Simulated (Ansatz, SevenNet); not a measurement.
Formation enthalpy of CsCl-type RuAl: levels of theory against measurement

Reference value: -0.644 ± 0.02 eV/atom (measured, 298 K, copied from a table, unchecked, not corrected to a static lattice; as tabulated in Wang et al. (2021), doi:10.1038/s41598-021-94550-5).

```tsv
level (code)	value (eV/atom)	difference (eV/atom)
SevenNet-l3i5	-0.690	-0.046
LDA (Ansatz)	-0.645	-0.001
PBE (Ansatz)	-0.639	+0.005
r²SCAN (Ansatz)	-0.714	-0.070
r²SCAN0 (Ansatz)	-0.927	-0.283
```

Once the reference is moved by up to 0.100 eV/atom (a margin picked here for doubts on the reference and the settings, and for temperature and zero-point motion) and values within 0.010 eV/atom count as equal, the nearest can be LDA (-0.001 eV/atom), PBE (+0.005 eV/atom), SevenNet-l3i5 (-0.046 eV/atom) or r²SCAN (-0.070 eV/atom). Farthest off among them: r²SCAN0 (-0.283 eV/atom).

The measured value isn't corrected to a static lattice, so vibrations enter the comparison.  r²SCAN0: the run has no spin polarisation, so it can have missed a magnetic state. Each level is taken at its own relaxed cell. Ansatz's density-functional and Hartree–Fock values are scalar-relativistic unless marked +SOC, with PAW data made under PBE.

Machine-learned potentials (SevenNet-l3i5) are trained on DFT data: a solid inside that data is no test of them.

Differences are worked out from the printed values.

Ansatz is a program for electronic structure.
